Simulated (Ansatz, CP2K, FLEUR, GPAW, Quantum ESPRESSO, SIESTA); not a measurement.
## Code comparison for Mg2Zn (C2/m, 6 atoms in the cell)

Self-consistent single point.

```xyz
6
Lattice="5.6862 -1.6073 0.0000 5.6862 1.6073 0.0000 -1.7954 0.0000 6.2479" Properties=species:S:1:pos:R:3 pbc="T T T"
Mg     1.6521     0.0000     0.5770
Mg     7.9249     0.0000     5.6709
Mg     8.9759     0.0000     2.7467
Mg     0.6011     0.0000     3.5012
Zn     5.1897     0.0000     1.3850
Zn     4.3873     0.0000     4.8629
```

Shared settings, as Ansatz (a quantum-chemistry and plane-wave program) writes them: kpoints.mp_grid.grid = 5 5 3; scf.occupations.method = gaussian; scf.occupations.width = 0.0073 Ry. Potentials and cutoffs stand in the table.

| code | model | pressure (GPa) | largest force (eV/Å) | cutoff |
|---|---|---|---|---|
| Ansatz | LDA (PW92), PAW files made with PBE | -2.17 | 0.087 | 30.9 Ry |
| SIESTA | LDA PW92, numerical atomic orbitals DZP, PseudoDojo LDA standard norm-conserving potentials (rewritten from UPF to PSML) | -3.02 | 0.287 | grid 300 Ry |
| Quantum ESPRESSO | LDA (PZ), GBRV 1.5 ultrasoft (LDA) pseudopotentials | -2.45 | 0.088 | 50 Ry |
| CP2K | LDA (Pade form), GPW, DZVP-MOLOPT-SR-GTH basis, GTH-PADE potentials (GTH_POTENTIALS) | -0.56 | 0.175 | grid 1000 Ry |
| GPAW | LDA (Perdew-Wang 92), GPAW PAW datasets LDA (gpaw-data 1.0.1) | -2.17 | 0.086 | 800 eV |
| FLEUR | LDA (Perdew-Zunger), all-electron FLAPW (FLEUR), scalar-relativistic valence | – | 0.088 | Kmax 4.1 1/bohr |

Size of the force on each atom (eV/Å): Sizes of forces hide their directions.

```json
[
 {"code": "Ansatz", "Mg1": "0.049", "Mg2": "0.049", "Mg3": "0.087", "Mg4": "0.087", "Zn5": "0.051", "Zn6": "0.051"},
 {"code": "SIESTA", "Mg1": "0.119", "Mg2": "0.119", "Mg3": "0.183", "Mg4": "0.183", "Zn5": "0.287", "Zn6": "0.287"},
 {"code": "Quantum ESPRESSO", "Mg1": "0.050", "Mg2": "0.050", "Mg3": "0.088", "Mg4": "0.088", "Zn5": "0.054", "Zn6": "0.054"},
 {"code": "CP2K", "Mg1": "0.050", "Mg2": "0.050", "Mg3": "0.175", "Mg4": "0.175", "Zn5": "0.030", "Zn6": "0.030"},
 {"code": "GPAW", "Mg1": "0.049", "Mg2": "0.049", "Mg3": "0.086", "Mg4": "0.086", "Zn5": "0.050", "Zn6": "0.050"},
 {"code": "FLEUR", "Mg1": "0.050", "Mg2": "0.050", "Mg3": "0.088", "Mg4": "0.088", "Zn5": "0.054", "Zn6": "0.054"}
]
```

A dash marks a value that a program does not give, or that is left out as unsure.

The spread over the programs that give each value: pressure within 2.46 GPa; largest force within 0.201 eV/Å.

SIESTA and CP2K use small atom-centred bases, whose incompleteness enters pressures, forces and empty levels differently from a plane-wave cutoff. FLEUR treats all electrons, but the usual bases taken here (sphere radii, linearisation, local orbitals, empty states) were not tested for convergence, so the values are no reference for the others. Ansatz's pressure is given at a fixed set of plane waves, as the other plane-wave codes print theirs. The same LDA comes in different parametrisations, which differ slightly. In the pressure, CP2K (by 1.61) lies more than 1 GPa from the median of the plane-wave programs. In the force vectors, SIESTA (by 0.330) and CP2K (by 0.146) lie more than 0.08 eV/Å from the median of the plane-wave programs.

The shared mesh is coarse (it stands for a supercell whose shortest vector is 16 Å), so the values are not converged in it.

The starting cell comes from a database of computed structures (which also holds hypothetical and non-ambient phases and stackings), without a prior relaxation at this level.

Left out of this page: Elk (not drawn, or without a comparable value).

Keys are those of Ansatz 0.2.
